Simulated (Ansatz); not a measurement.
Take MoS₂ in the 2H-MoS2 type structure (space group P6_3/mmc, No. 194; a = 3.109 Å, c = 11.709 Å; layered, stacked along the Cartesian z axis) as the base.

One thing is altered: a free-standing slab of 3 layers (9 atoms, 3 a layer) is cut normal to the stacking axis, with 15 Å of vacuum and the in-plane cell relaxed.

Levels (all Ansatz, a program for electronic structure, PAW): PBEsol-D3(BJ) (420 eV, no SOC); r2SCAN (500 eV, scalar-relativistic without spin-orbit coupling); HSE06 (420 eV, spin-orbit coupling left out).

One geometry, relaxed with PBEsol-D3(BJ), under each level:

```csv
level,band gap,lowest conduction level above the VBM at special points
PBEsol-D3(BJ),0.79 eV,K 1.14 eV; M 1.71 eV; Γ 2.13 eV
r2SCAN,?,?
HSE06,1.39 eV,K 1.64 eV; M 2.37 eV; Γ 2.86 eV
```

Task: Give the withheld r2SCAN results.

Result: 
- r2SCAN, band gap: 0.95 eV
- r2SCAN, lowest conduction level above the VBM at special points: K 1.23 eV; M 1.83 eV; Γ 2.29 eV

Single points use the geometry relaxed with PBEsol-D3(BJ). The hybrid gap comes from the SCF mesh plus the semilocal run's edge points and a few special points and is an upper bound. No phonon test of stability was made. Labels are those of the standard path for the cell's own space group.
